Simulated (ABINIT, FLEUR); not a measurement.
An ABINIT input for a self-consistent single point of Se (P3_121, 3 atoms in the cell) (DFT, PBE, plane waves, PAW (JTH v2.0 PBE PAW)):

```
# Se, JTH v2.0 PBE PAW
pp_dirpath "./"
pseudos "Se.GGA_PBE-JTH.xml"
acell 8.4210397231 8.4210397231 9.3070693494
rprim
         1.0000000000   -0.0000000163    0.0000000000
        -0.4999999859    0.8660254119    0.0000000000
         0.0000000000    0.0000000000    1.0000000000
natom 3
ntypat 1
znucl 34
typat 1 1 1
xcart
         0.9709662799   -0.0000000159    1.6416963333
        -0.4854831262    0.8408814725    3.2833926667
         1.7426280661    3.0183202354   -0.0000000000
      Angstrom
ecut 544 eV
pawecutdg 1088 eV
pawxcdev 0
ixc 11
occopt 1
nband 13
kptopt 1
ngkpt 7 7 6
nshiftk 1
shiftk 0 0 0
nstep 100
tolvrs 1.0e-12
prtwf 0
prtden 0
```

### Question
Translate this input to FLEUR.

### Answer
One input that does it (others would too):

Input of the input generator:

```
scf Se
&input film=f /
1.0000000000 -0.0000000163 0.0000000000
-0.4999999859 0.8660254119 0.0000000000
0.0000000000 0.0000000000 1.1052161794
8.4210397231
1.0 1.0 1.0

3
34 0.2178900000 0.0000000000 0.3333333333
34 -0.0000000000 0.2178900000 0.6666666667
34 0.7821100000 0.7821100000 0.0000000000

&comp jspins=1 /
&kpt div1=7 div2=7 div3=6 gamma=t /
&end /
```

```xml
<?xml version="1.0" encoding="UTF-8" standalone="no"?>
<fleurInput fleurInputVersion="0.39">
   <comment>
      scf Se                                                                                              
   </comment>
   <calculationSetup>
      <cutoffs Kmax="3.8" Gmax="15.2" GmaxXC="15.2" numbands="0"/>
      <scfLoop itmax="80" minDistance="0.00001" maxIterBroyd="40" imix="Anderson" alpha="0.05" precondParam="0.0" spinf="2.0"/>
      <coreElectrons ctail="T" frcor="F" kcrel="0" coretail_lmax="0"/>
      <xcFunctional name="pbe" relativisticCorrections="F"/>
      <magnetism jspins="1"/>
      <soc l_soc="F" theta="0.0" phi="0.0" spav="F"/>
      <expertModes spex="0" secvar="F"/>
      <geometryOptimization l_f="T" forcealpha="1.0" forcemix="BFGS" epsdisp="0.00001" epsforce="0.00001"/>
      <ldaU l_linMix="F" mixParam="0.05" spinf="1.0"/>
   </calculationSetup>
   <cell>
      <bzIntegration valenceElectrons="48.0" mode="hist" fermiSmearingEnergy="0.0001">
         <kPointListSelection listName="default-1"/>
         <!-- k-points included here -->
         <xi:include xmlns:xi="http://www.w3.org/2001/XInclude" href="kpts.xml"> </xi:include>
      </bzIntegration>
      <!-- symmetry operations included here -->
      <xi:include xmlns:xi="http://www.w3.org/2001/XInclude" href="sym.xml"> </xi:include>
      <bulkLattice scale="1.0">
         <bravaisMatrix>
            <row-1>    8.4210397230999998    -0.0000001372629475     0.0000000000000000</row-1>
            <row-2>   -4.2105197428133394     7.2928343948239398     0.0000000000000000</row-2>
            <row-3>    0.0000000000000000     0.0000000000000000     9.3070693493402157</row-3>
         </bravaisMatrix>
      </bulkLattice>
   </cell>
   <atomSpecies>
      <species name="Selenium (Se)" element="Se" atomicNumber="34">
         <mtSphere radius="2.12" gridPoints="731" logIncrement="0.017"/>
         <atomicCutoffs lmax="8" lnonsphr="6"/>
         <electronConfig flipSpins="F">
            <coreConfig>(1s1/2) (2s1/2) (2p1/2) (2p3/2) (3s1/2) (3p1/2) (3p3/2)</coreConfig>
            <valenceConfig>(4s1/2) (3d3/2) (3d5/2) (4p1/2) (4p3/2)</valenceConfig>
            <stateOccupation state="(4p1/2)" spinUp="0.6666666666667" spinDown="0.6666666666667"/>
            <stateOccupation state="(4p3/2)" spinUp="1.3333333333333" spinDown="1.3333333333333"/>
         </electronConfig>
         <energyParameters s="4" p="4" d="3" f="4"/>
         <lo type="HELO" l="2" n="4" eDeriv="0"/>
      </species>
   </atomSpecies>
   <atomGroups>
      <atomGroup species="Selenium (Se)">
         <relPos label="                   1">.2178900000 .0000000000 1.000/3.000</relPos>
         <relPos label="                   2">.0000000000 .2178900000 -1.000/3.000</relPos>
         <relPos label="                   3">-.2178900000 -.2178900000 .0000000000</relPos>
         <force calculate="T" relaxXYZ="TTT"/>
      </atomGroup>
   </atomGroups>
   <output dos="F" band="F" slice="F">
      <checks vchk="F" cdinf="F"/>
      <bandDOS minEnergy="-.5*Htr" maxEnergy="0.5*Htr" sigma="0.015" storeEVData="T"/>
      <vacuumDOS vacdos="F" integ="F" star="F" nstars="0" locx1="0.0" locy1="0.0" locx2="0.0" locy2="0.0" nstm="0" tworkf="0.0"/>
      <unfoldingBand unfoldBand="F" supercellX="1" supercellY="1" supercellZ="1"/>
      <plotting iplot="0" polar="F">
         <plot TwoD="T" vec1="  1.0  0.0  0.0" vec2="  0.0  1.0  0.0" vec3="  0.0  0.0  1.0" zero="  0.0  0.0  0.0" file="plot"/>
      </plotting>
      <chargeDensitySlicing numkpt="0" minEigenval="0.0" maxEigenval="0.0" nnne="0" pallst="F"/>
      <specialOutput eonly="F"/>
      <magneticCircularDichroism mcd="F" energyLo="-10.0" energyUp="0.0"/>
   </output>
  <!-- We include the file relax.xml here to enable relaxations (see documentation) -->
  <xi:include xmlns:xi="http://www.w3.org/2001/XInclude" href="relax.xml"> <xi:fallback/> </xi:include>
</fleurInput>
```

Basis, cutoffs, solver keys and any potentials are the target program's own. This input uses DFT, PBE, all-electron FLAPW (FLEUR), scalar-relativistic valence.

The starting cell comes from a database of computed structures (which also holds hypothetical and non-ambient phases and stackings), without a prior relaxation at this level. Its lattice was rescaled by a random factor within 2.5 % of one. For this run, on top of that: lattice scaled by 0.98.
